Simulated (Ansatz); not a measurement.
```
CELL_PARAMETERS angstrom
      4.40736     0.00000     0.00000
      0.00000     4.40736     0.00000
      0.00000     0.00000     4.40736
ATOMIC_POSITIONS crystal
  Cs 0.00000 0.00000 0.00000
  Ca 0.50000 0.50000 0.50000
  F  0.00000 0.50000 0.50000
  F  0.50000 0.50000 0.00000
  F  0.50000 0.00000 0.50000
```

The cell was generated from a structure type, relaxed within its symmetry, and need not be the phase found at ambient conditions. The cell is fixed at its relaxed static size. Melting and transitions to other phases are not modelled.

### Question
Estimate each atom's mean-square displacement (sum over three axes) at 600 K from path-integral sampling on the energy surface fitted in the stochastic self-consistent harmonic approximation in a 2×2×2 supercell, LDA in Ansatz (a program for electronic structure).

### Answer
Cs1 0.058 Å², Ca2 0.035 Å², F3 0.089 Å², F4 0.089 Å², F5 0.089 Å². Waves longer than the supercell are missing, so the values are low for an infinite crystal. Over all wave vectors of the supercell the softest harmonic mode is 60 cm⁻¹ at q = (0.00, 0.50, 0.50); the softest of the Hessian is 62 cm⁻¹ at q = (0.00, 0.50, 0.50) at 300 K (error under 1; the run's verdict: stable), 63 cm⁻¹ at q = (0.00, 0.50, 0.50) at 600 K (error under 1; the run's verdict: stable).
